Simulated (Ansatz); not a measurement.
The parent structure is KCl in the zinc blende structure (space group F-43m, No. 216; a = 7.069 Å; a hypothetical phase, not in the database extracts checked).

(Cell as relaxed with PBE.)

Levels (all Ansatz, a first-principles code, PAW): PBE (420 eV, no SOC); PBEsol (420 eV, scalar-relativistic without spin-orbit coupling).

Each level relaxes its own structure.

```json
[
 {"base": "volume per atom", "PBE": "44.15 Å³", "PBEsol": "41.99 Å³"},
 {"base": "lattice parameter a", "PBE": "7.069 Å", "PBEsol": "6.952 Å"},
 {"base": "band gap", "PBE": "4.73 eV", "PBEsol": "4.84 eV"}
]
```

Now apply this change: Li takes the place of K on all its sites, then cell and atoms are relaxed.

| quantity | PBE | PBEsol |
|---|---|---|
| gap character | direct at Γ | ? |
| electron mass | 0.52 mₑ (at Γ) | ? |
| hole mass (degenerate bands, along [100]) | 0.83, 2.2, 2.2 mₑ (at Γ) | ? |
| band gap | 5.96 eV | ? |
| shift of the gap caused by the change | +1.23 eV | ? |

**Question.** What does PBEsol give?

**Answer.** 
- gap character, PBEsol: direct at Γ
- electron mass, PBEsol: 0.51 mₑ (at Γ)
- hole mass (degenerate bands, along [100]), PBEsol: 0.77, 2.0, 2.0 mₑ (at Γ)
- band gap, PBEsol: 5.88 eV
- shift of the gap caused by the change, PBEsol: +1.04 eV

PBE's band gap lies 0.073 eV above PBEsol's; PBE's shift of the gap caused by the change lies 0.19 eV above PBEsol's; the two agree on the gap character. Neither level is exact; PBEsol is the comparison here, not a measurement.

Effective masses come from finite differences of ±0.01 Å⁻¹. Whether these cells are dynamically stable was not tested. As relaxed here, LiCl is a hypothetical phase, not in the database extracts checked.
